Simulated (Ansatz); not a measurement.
## SiO2 (space group P3_121, No. 152)

```cif
data_O6Si3
_chemical_formula_sum 'Si3 O6'
_space_group_name_H-M_alt 'P 1'
_space_group_IT_number 1
_cell_length_a 4.92037
_cell_length_b 4.92037
_cell_length_c 5.41612
_cell_angle_alpha 90.000
_cell_angle_beta 90.000
_cell_angle_gamma 120.000
loop_
_space_group_symop_operation_xyz
  'x, y, z'
loop_
_atom_site_label
_atom_site_type_symbol
_atom_site_fract_x
_atom_site_fract_y
_atom_site_fract_z
_atom_site_occupancy
Si1 Si 0.46891 0.00000 0.83333 1
Si2 Si 0.00000 0.46891 0.16667 1
Si3 Si 0.53109 0.53109 0.50000 1
O1 O 0.41313 0.26912 0.71551 1
O2 O 0.73088 0.14401 0.04885 1
O3 O 0.85599 0.58687 0.38218 1
O4 O 0.14401 0.73088 0.95115 1
O5 O 0.26912 0.41313 0.28449 1
O6 O 0.58687 0.85599 0.61782 1
```

All numbers come from r2SCAN (Ansatz, a first-principles code; PAW; 500 eV plane waves; without spin-orbit coupling), earlier PAW set. k-mesh 8×8×6 (Γ-centred); smearing 0.05 eV (Fermi–Dirac).

```yaml
volume_per_atom: 12.62 Å³
density: 2.64 g/cm³
band_gap: 6.60 eV, indirect, K → Γ
electron_mass: 0.49 mₑ
Lowest conduction-band minima above the VBM: Γ 6.60 eV
total_energy: -593.367 eV/atom (σ→0; compares only within this code and set-up)
```

Effective masses come from finite differences of ±0.01 Å⁻¹. Gaps are read on the SCF mesh and a high-symmetry path. Whether these cells are dynamically stable was not tested.
